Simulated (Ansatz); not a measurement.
The starting structures come from a database of crystals and need not be the phases stable at ambient conditions.

Tunnelling through a barrier is set by its complex band structure: the current falls as exp(−2κd) with the smallest κ.

Consider the following.

```yaml
crystal:
  lattice:
    - [5.85850, 0.00000, 0.00000]
    - [0.31042, 10.87784, 0.00000]
    - [2.22305, 0.27093, 4.58608]
  atoms:
    - { symbol: Mn, position: [0.54420, 0.02410, 0.44040] }
    - { symbol: Mn, position: [0.45580, 0.52410, 0.98460] }
    - { symbol: Mn, position: [0.20040, 0.74610, 0.89350] }
    - { symbol: Mn, position: [0.79960, 0.24610, 0.09390] }
    - { symbol: P, position: [0.50620, 0.80560, 0.43780] }
    - { symbol: P, position: [0.49380, 0.30560, 0.94400] }
    - { symbol: P, position: [0.50700, 0.72510, 0.04420] }
    - { symbol: P, position: [0.49300, 0.22510, 0.55120] }
    - { symbol: P, position: [0.88940, 0.72410, 0.33760] }
    - { symbol: P, position: [0.11060, 0.22410, 0.22700] }
    - { symbol: P, position: [0.89960, 0.78860, 0.73210] }
    - { symbol: P, position: [0.10040, 0.28860, 0.63170] }
    - { symbol: P, position: [0.14420, 0.54890, 0.84630] }
    - { symbol: P, position: [0.85580, 0.04890, 0.99050] }
    - { symbol: P, position: [0.23120, 0.95830, 0.89600] }
    - { symbol: P, position: [0.76880, 0.45830, 0.12720] }
    - { symbol: P, position: [0.76000, 0.53430, 0.52790] }
    - { symbol: P, position: [0.24000, 0.03430, 0.28790] }
    - { symbol: P, position: [0.83620, 0.98340, 0.60510] }
    - { symbol: P, position: [0.16380, 0.48340, 0.44130] }
```

Space group of this cell: Cc. The cell is taken as given; by PBEsol its mean pressure is -4.3 GPa.

Transport runs along the normal of the first two printed cell vectors.

The gap is the functional's own. No spin-orbit coupling. Mid-gap values are interpolated on the energy grid.

**Question.** State the band gap and the smallest decay constant κ at mid-gap according to PBEsol in Ansatz (a first-principles code).

**Answer.** Gap 0.51 eV on a 8×4×8 mesh; κ = 0.177 1/Å, at (-0.167, 0.250) of the in-plane reciprocal vectors. At the zone centre, at the nearest computed energy, the slowest state has κ = 0.18 1/Å.
